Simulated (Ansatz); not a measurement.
The starting structures come from a database of crystals and need not be the phases stable at ambient conditions.

## Evanescent states of KZn₂BCl₂O₃ (R32, not sure to be the ambient phase, 9 atoms a cell, 21.8 Å³ an atom, -2 GPa at this level) along the normal of (110)

Computed with r2SCAN (plane waves, PAW; Ansatz, a first-principles code).

The gap is the functional's own, uncorrected, and κ follows it; spin-orbit coupling is left out. Mid-gap values are interpolated between the computed energies.

Energies count from the valence-band top; κ is the least over a 4×4 mesh across the current.

| E (eV) | κ (1/Å) | where |
|---|---|---|
| 0.10 | 0.175 | off Γ |
| 0.30 | 0.279 | off Γ |
| 0.50 | 0.320 | Γ |
| 0.70 | 0.340 | Γ |
| 0.90 | 0.356 | Γ |
| 1.10 | 0.368 | Γ |
| 1.30 | 0.377 | Γ |
| 1.50 | 0.383 | Γ |
| 1.70 | 0.386 | Γ |
| 1.90 | 0.387 | Γ |
| 2.10 | 0.385 | Γ |
| 2.30 | 0.380 | Γ |
| 2.50 | 0.372 | Γ |
| 2.70 | 0.361 | Γ |
| 2.90 | 0.347 | Γ |
| 3.10 | 0.328 | Γ |
| 3.30 | 0.305 | Γ |
| 3.50 | 0.277 | Γ |
| 3.70 | 0.240 | Γ |
| 3.90 | 0.192 | Γ |
| 4.10 | 0.116 | Γ |

How thick must the barrier be to attenuate the transmission by 10^8 when the electrodes' Fermi level lies at 1.90 eV, and what attenuation does that film give at 0.90 eV?

d = 8 ln 10 / (2 × 0.387) = 23.8 Å. At 0.90 eV it gives 8 × 0.356/0.387 = 7.4 decades.
